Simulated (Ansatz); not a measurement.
Take SiO2 in the rutile structure (space group P4_2/mnm, No. 136) as the base.

```yaml
crystal:
  lattice:
    - [4.19450, 0.00000, 0.00000]
    - [0.00000, 4.19450, 0.00000]
    - [0.00000, 0.00000, 2.67848]
  atoms:
    - { symbol: Si, position: [0.00000, 0.00000, 0.00000] }
    - { symbol: Si, position: [0.50000, 0.50000, 0.50000] }
    - { symbol: O, position: [0.30606, 0.30606, 0.00000] }
    - { symbol: O, position: [0.80606, 0.19394, 0.50000] }
    - { symbol: O, position: [0.19394, 0.80606, 0.50000] }
    - { symbol: O, position: [0.69394, 0.69394, 0.00000] }
```

Cartesian axes are those of the cell as printed.

Calculations: PBEsol, PAW, 420 eV (Ansatz, an electronic-structure program; without spin-orbit coupling).

Strains are applied to the cell and any free atomic positions relax.

One change was made to it. Results:

The pressure (mean of the normal stresses, compression positive) goes from zero to 3.32 GPa; the shortest interatomic distance decreases by 0.0023 Å, from 1.766 Å to 1.763 Å; the energy rises by 1.5 meV/atom; the band gap grows by 0.173 eV to 5.53 eV.

Problem. Name the change that was made.
A) uniaxial strain ε_xx = −0.60 %
B) uniaxial strain ε_xx = −1.20 %
C) uniaxial strain ε_xx = −1.80 %
D) uniaxial strain ε_xx = −2.40 %
E) uniaxial strain ε_xx = −3.00 %

Solution. B, uniaxial strain ε_xx = −1.20 %. For comparison, the band gap in the other runs: uniaxial strain ε_xx = −2.40 % gives 5.72 eV; uniaxial strain ε_xx = −0.60 % gives 5.44 eV; uniaxial strain ε_xx = −3.00 % gives 5.82 eV; uniaxial strain ε_xx = −1.80 % gives 5.62 eV.

Gaps are Kohn–Sham eigenvalue differences; semilocal functionals usually give less than the measured gap. Stability against distortions was not tested.
